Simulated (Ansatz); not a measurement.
Functionals compared on the (21-32) surface of hcp Lu in its 1x1 cell, outermost plane spacing 0.71 Å in the ideal cut, in Ansatz (plane waves, PAW). The structure was relaxed with PBE; the other rows are single points on it, each with its references at the same level. Cutoff 420 eV (500 eV for r2SCAN).

Slab: 20 atoms, 10.2 Å thick at the start (thin: gaps and levels are the slab's own); k 6x5x1, smearing 0.1 eV, dipole-corrected; all atoms relaxed; held to the start's symmetry, so lower structures may exist; no spin, no spin-orbit, no U. These notes are the PBE run's.

```tsv
functional	surface energy (J/m²)	work function of the top face (eV)	rough cost of the single point
PBE	1.22	3.07	–
LDA	1.39	3.26	roughly 24 core-minutes
PBEsol	1.34	3.12	around 24 core-minutes (rough)
RPBE	1.12	2.97	around 27 core-minutes (rough)
r2SCAN	(withheld)	(withheld)	around 50 core-minutes (rough)
```

Task: Some entries are withheld; supply them.

Result: 
- r2SCAN, surface energy (J/m²): 1.34
- r2SCAN, work function of the top face (eV): 3.11

Ansatz is a first-principles code.
